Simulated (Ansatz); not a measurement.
## Al: response to strain

Take Al in the fcc (Cu type) structure (space group Fm-3m, No. 225; a = 4.015 Å; relaxed with 0.1 eV smearing) as the base. Axes: x, y, z lie along the cube axes.

Strains are applied to the cell and any free atomic positions relax; under biaxial strain the out-of-plane vector relaxes too.

Computed with Kohn–Sham DFT with the PBEsol functional, run in Ansatz (a quantum-chemistry and plane-wave program) with PAW and 420 eV plane waves, spin-orbit coupling left out.

Notes on the quantities. energy relative to the base: free energy F.

```tsv
biaxial strain, plane normal [111], relaxed out of plane (%)	energy relative to the base (meV/atom)
0	0.0
0.42	0.2
0.83	0.8
1.25	?
1.67	3.3
2.08	5.0
2.5	7.2
```

**Question.** Fit ΔE = Aε² + Bε³ (ε in %) to the rows shown and predict the withheld row.

**Answer.** Least squares on the printed values gives A = 1.21 and B = -0.025 meV/atom (largest residual 0.0 meV/atom); this predicts 1.8 meV/atom, and the run gives 1.8 meV/atom, in agreement.

Stability against distortions was not tested.
